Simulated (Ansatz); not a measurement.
# MoP (P-6m2, No. 187; start COD 1539074): properties by level of theory

```json
[
 {"level (code)": "LDA (Ansatz)", "equilibrium lattice constant a (Å)": "…", "lattice parameter c (Å)": "…", "bulk modulus (GPa)": "242", "cohesive energy (eV/atom)": "7.04"},
 {"level (code)": "PBE (Ansatz)", "equilibrium lattice constant a (Å)": "…", "lattice parameter c (Å)": "3.196", "bulk modulus (GPa)": "215", "cohesive energy (eV/atom)": "5.58"},
 {"level (code)": "PBEsol (Ansatz)", "equilibrium lattice constant a (Å)": "3.206", "lattice parameter c (Å)": "3.174", "bulk modulus (GPa)": "…", "cohesive energy (eV/atom)": "6.28"}
]
```

### Question
Fill in the missing entries.

### Answer

- LDA (Ansatz, a first-principles code), equilibrium lattice constant a (Å): 3.191
- LDA (Ansatz), lattice parameter c (Å): 3.157
- PBE (Ansatz), equilibrium lattice constant a (Å): 3.241
- PBEsol (Ansatz), bulk modulus (GPa): 234

Caveats: the bulk modulus is −V dP/dV from two relaxed cells at ±2 % in volume (LDA, PBE, PBEsol); the relaxation could not lower the start's symmetry, so the cell can be a saddle point above a distorted one (LDA, PBE, PBEsol). Ansatz's density-functional and Hartree–Fock values are scalar-relativistic unless marked +SOC, with PAW data made under PBE.
